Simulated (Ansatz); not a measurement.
Given:

End structure of a constructed model of the (100) surface of bcc Fe, ferromagnetic, a layer of Mo in place of the second plane (bottom of the slab: a bare face, its two planes held):

```
CELL_PARAMETERS angstrom
      2.83070     0.00000     0.00000
      0.00000     2.83070     0.00000
      0.00000     0.00000    23.50000
ATOMIC_POSITIONS crystal
  Fe 0.50000 0.50000 0.34381
  Fe 0.00000 0.00000 0.40404
  Fe 0.50000 0.50000 0.46621
  Fe 0.00000 0.00000 0.52656
  Mo 0.50000 0.50000 0.59656
  Fe 0.00000 0.00000 0.66434
```

Set-up: 6 atoms, 7.3 Å thick at the start (thin: gaps and levels are the slab's own); mesh 13x13x1; 0.1 eV smearing; dipole correction on; 2 atoms held, the rest relaxed; symmetry of the start imposed; spin-polarised, ending with about 11.9 μB a cell; orders that need a larger cell were not tried, no spin-orbit, no U. It is one candidate, not shown to be the stable structure of the face.

Problem. Give the work function of the top face at the level PBE in Ansatz (a program for electronic structure).

Solution. 3.96 eV
